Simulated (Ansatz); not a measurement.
Worked example: self-consistent single point of a (111) slab of LuNi4Sn (cut from a parent of space group no. 216; 12 atoms in the cell) in Ansatz (a quantum-chemistry and plane-wave program).

Level of theory: LDA (PW92), default PAW files made with PBE (plane waves; Ansatz).

The change in words: vacuum of 6 angstrom (first run: 14 Å). Reference geometry:
```xyz
12
Lattice="4.9681 0.0000 0.0000 2.4840 4.3025 0.0000 0.0000 0.0000 21.6032" Properties=species:S:1:pos:R:3 pbc="T T T"
Lu     0.5434     0.3138    10.5468
Lu     3.0275     1.7479    14.6032
Ni     1.7875     2.4638     9.0248
Ni     3.0275     0.3162     9.0248
Ni     3.0275     1.7479     7.0000
Ni     4.2674     2.4638     9.0248
Ni     4.2716     3.8979    13.0812
Ni     5.5115     1.7503    13.0812
Ni     5.5115     3.1821    11.0564
Ni     6.7514     3.8979    13.0812
Sn     0.5434     0.3138     7.5045
Sn     3.0275     1.7479    11.5609
```

Reference input (self-consistent single point, DFT, LDA (PW92), plane waves, default PAW files made with PBE): basis.ecutwfc = 420 eV; kpoints.mp_grid.grid = 4 4 1; hamiltonian.xc = lda; hamiltonian.pseudopotentials = {kind: paw} (the program's default PAW files); scf.occupations.method = gaussian; scf.occupations.width = 0.1 eV. This run's input differs from it in these lines:

Ansatz 0.2 input:
```diff
@@ -5,16 +5,16 @@
     - [2.484029, 4.302464, 0.000000]
-    - [0.000000, 0.000000, 21.603219]
+    - [0.000000, 0.000000, 13.603210]
   atoms:
-    - { symbol: Lu, position: [0.072925, 0.072925, 0.488205] }
-    - { symbol: Lu, position: [0.406258, 0.406258, 0.675974] }
-    - { symbol: Ni, position: [0.073485, 0.572645, 0.417753] }
-    - { symbol: Ni, position: [0.572645, 0.073485, 0.417753] }
-    - { symbol: Ni, position: [0.406258, 0.406258, 0.324026] }
-    - { symbol: Ni, position: [0.572645, 0.572645, 0.417753] }
-    - { symbol: Ni, position: [0.406818, 0.905978, 0.605521] }
-    - { symbol: Ni, position: [0.905978, 0.406818, 0.605521] }
-    - { symbol: Ni, position: [0.739592, 0.739592, 0.511795] }
-    - { symbol: Ni, position: [0.905978, 0.905978, 0.605521] }
-    - { symbol: Sn, position: [0.072925, 0.072925, 0.347379] }
-    - { symbol: Sn, position: [0.406258, 0.406258, 0.535147] }
+    - { symbol: Lu, position: [0.072925, 0.072925, 0.481268] }
+    - { symbol: Lu, position: [0.406258, 0.406258, 0.779464] }
+    - { symbol: Ni, position: [0.073485, 0.572645, 0.369384] }
+    - { symbol: Ni, position: [0.572645, 0.073485, 0.369384] }
+    - { symbol: Ni, position: [0.406258, 0.406258, 0.220536] }
+    - { symbol: Ni, position: [0.572645, 0.572645, 0.369384] }
+    - { symbol: Ni, position: [0.406818, 0.905978, 0.667578] }
+    - { symbol: Ni, position: [0.905978, 0.406818, 0.667578] }
+    - { symbol: Ni, position: [0.739592, 0.739592, 0.518732] }
+    - { symbol: Ni, position: [0.905978, 0.905978, 0.667578] }
+    - { symbol: Sn, position: [0.072925, 0.072925, 0.257623] }
+    - { symbol: Sn, position: [0.406258, 0.406258, 0.555817] }
 basis:
```

The program printed (abridged):

```
SCF iter   1: F=—  HF=-86931.099054 eV  |F-HF|=—  |Δ(HF+E_count)|=         —  Δρ=4.63e-2  dr2=2.18e1  ethr=1.77e-3  ⟨swp⟩=6.0  Hψ=2144  notcnv=0  defer=8
all-band conjugate gradients solve this SCF's bands
preconditioner: auto → LDOS
SCF iter   2: F=—  HF=-86931.434706 eV  |F-HF|=—  |Δ(HF+E_count)|=   3.36e-1  Δρ=1.00e-1  dr2=5.06e1  ethr=1.77e-3  ⟨swp⟩=3.0  Hψ=1122  notcnv=0  defer=58  recentre
   [... lines left out ...]
SCF iter  11: F=—  HF=-86930.548029 eV  |F-HF|=—  |Δ(HF+E_count)|=   1.64e-8  Δρ=2.19e-5  dr2=1.86e-6  ethr=2.65e-9  ⟨swp⟩=2.0  Hψ=800  notcnv=0  defer=56
SCF iter  12: F=—  HF=-86930.548029 eV  |F-HF|=—  |Δ(HF+E_count)|=   4.36e-8  Δρ=1.76e-5  dr2=7.84e-7  ethr=8.36e-10  ⟨swp⟩=2.0  Hψ=645  notcnv=0  defer=56
SCF iter  13: F=—  HF=-86930.548029 eV  |F-HF|=—  |Δ(HF+E_count)|=   1.55e-8  Δρ=8.99e-6  dr2=1.75e-7  ethr=3.53e-10  ⟨swp⟩=2.0  Hψ=693  notcnv=0  defer=56
SCF iter  14: F=-86930.548029 eV  HF=-86930.548029 eV  |F-HF|=1.70e-8  |Δ(HF+E_count)|=   9.68e-9  Δρ=3.27e-6  dr2=2.52e-8  ethr=4.50e-11  ⟨swp⟩=13.0  Hψ=3060  notcnv=0
SCF 1 converged in 14 iterations: F = -86930.548029 eV  dr2 = 2.52e-8
Free energy (F): -86930.548029 eV
Internal energy: -86930.505797 eV  (E = F + TS)
E sigma→0 (E₀):  -86930.526913 eV
Entropy (-TS):   -0.042232 eV (-3.519 meV/atom)
Fermi energy:    8.783172 eV
--- Forces (eV/Å), atoms counted from 1 ---
  atom   1  Lu    -0.00000000     0.00000000     0.05290128
  atom   2  Lu     0.00000000     0.00000000    -1.66927186
  atom   3  Ni     0.14276128    -0.08242328    -0.00395767
  atom   4  Ni     0.00000001     0.16484653    -0.00395767
  atom   5  Ni     0.00000000     0.00000000     1.75656697
  atom   6  Ni    -0.14276129    -0.08242326    -0.00395767
  atom   7  Ni    -0.14344638     0.08281882    -0.10440737
  atom   8  Ni    -0.00000001    -0.16563762    -0.10440737
   [... lines left out ...]
  atom  12  Sn    -0.00000000     0.00000000     0.19234274
--- Stress (GPa, compression-positive) ---
      -12.263981      -0.000000       0.000000
       -0.000000     -12.263981       0.000000
        0.000000       0.000000      -8.144940
  P = ⅓ Tr σ = -10.8910 GPa (-108.910 kbar)
  The stress holds the Pulay correction. Without it, at fixed plane waves, as pw.x and ABINIT print it: P = -10.9399 GPa
```

The run converged in 14 iterations. Against the reference run the free energy goes down by 6.9 meV/atom and the largest force goes from 1.777 to 1.757 eV/Å.

The starting cell comes from a database of computed structures (which also holds hypothetical and non-ambient phases and stackings), without a prior relaxation at this level. The slab is cut from that crystal, and its faces are unrelaxed. Its lattice was rescaled by up to half a per cent. Spin-orbit coupling is off. Spin polarisation is off. The two faces of this cut differ, and no dipole correction was used. Forces in this geometry exceed 1 eV/Å.
